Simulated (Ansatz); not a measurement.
Take MgS in the rock salt structure (space group Fm-3m, No. 225; a = 5.1820 Å) as the base.

One thing is altered: every S is replaced by O; the structure is relaxed again.

Levels (all Ansatz, a quantum-chemistry and plane-wave program, PAW): PBEsol (420 eV, no spin-orbit coupling); r2SCAN (500 eV, no SOC); HSE06 (420 eV, no spin-orbit coupling).

One geometry, relaxed with PBEsol, under each level:

Notes on the quantities. hole mass: degenerate bands, along [100].

```csv
level,band gap,lowest conduction level above the VBM at special points,electron mass,hole mass,pressure
PBEsol,4.62 eV,Γ 4.62 eV; L 7.74 eV; X 8.95 eV; U 9.94 eV,0.34 mₑ (at Γ),"0.38, 2.1, 2.1 mₑ (at Γ)",-0.01 GPa
r2SCAN,[?],[?],[?],[?],[?]
HSE06,6.47 eV,Γ 6.47 eV; L 9.69 eV; X 10.87 eV,–,–,–
```

Problem. Give the withheld r2SCAN results.

Solution. 
- r2SCAN, band gap: 5.61 eV
- r2SCAN, lowest conduction level above the VBM at special points: Γ 5.61 eV; L 8.82 eV; X 10.04 eV; U 11.07 eV
- r2SCAN, electron mass: 0.31 mₑ (at Γ)
- r2SCAN, hole mass: 0.44, 2.5, 2.5 mₑ (at Γ)
- r2SCAN, pressure: -1.14 GPa

Single points use the geometry relaxed with PBEsol. Their cutoffs differ, which shifts pressures a little. Masses are band curvatures over ±0.01 Å⁻¹ around the edge. No phonon test of stability was made.
